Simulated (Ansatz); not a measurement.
For CdS (model structure, started from the BeO type, P4₂/mnm, No. 136, 8 atoms in the cell), PBE in Ansatz (PAW) gives:

| Property | Result |
|---|---|
| lattice constant a | 7.213 Å |
| c axis length | 4.207 Å |
| cohesive energy | 2.53 eV/atom |

Task: What does r²SCAN in Ansatz (PAW) give for the same quantities?

Result: 
- lattice constant a: 7.129 Å (falls by 1.2 %)
- lattice parameter c: 4.197 Å (falls by 0.2 %)
- cohesive energy: 2.78 eV/atom (rises by 0.25 eV/atom)

Changes are worked out from the printed values.

Unless a cell is named, each level is at its own relaxed cell (PBE 27.36, r²SCAN 26.66 Å³/atom).

Ansatz's density-functional and Hartree–Fock values are scalar-relativistic unless marked +SOC, with PAW data made under PBE.

A model structure was made by putting elements into a prototype or built by hand; it is no filed structure, need not be a known phase, and can be a saddle point held by its symmetry.

Ansatz is a program for electronic structure.
